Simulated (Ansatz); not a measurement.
ScPt, thickness series

Take ScPt in the CsCl type structure (space group Pm-3m, No. 221; a = 3.260 Å) as the base. Axes: x, y, z lie along the cube axes.

Free-standing slabs (2 atom(s) a layer) normal to [110] with 15 Å of vacuum; in-plane cell held at bulk.

Level of theory: DFT with PBEsol, PAW potentials and a 420 eV plane-wave cutoff in Ansatz (a program for electronic structure), no spin-orbit coupling.

Notes on the quantities. excess energy per area of both faces: slab less bulk energy over the cell's area: twice a surface energy; uncertain by up to 0.1 J/m²; layer's space group: with vacuum.

```tsv
case	excess energy per area of both faces	layer's space group	thickness between the outermost nuclei	shortest interatomic distance
base	–	–	–	2.823 Å
1 layer	–	Pmmm (No. 47)	–	2.823 Å
2 layers	2.64 J/m²	Pmma (No. 51)	2.36 Å	2.657 Å
3 layers	2.7 J/m²	Pmmm (No. 47)	4.64 Å	2.661 Å
4 layers	2.6 J/m²	Pmma (No. 51)	6.97 Å	2.655 Å
5 layers	2.6 J/m²	Pmmm (No. 47)	9.26 Å	2.654 Å
6 layers	2.6 J/m²	Pmma (No. 51)	11.59 Å	2.660 Å
7 layers	2.6 J/m²	Pmmm (No. 47)	13.88 Å	2.658 Å
```

Slab and bulk use different k-meshes, which limits the precision of the excess energy. No phonon test of stability was made. All final runs are without spin polarisation.
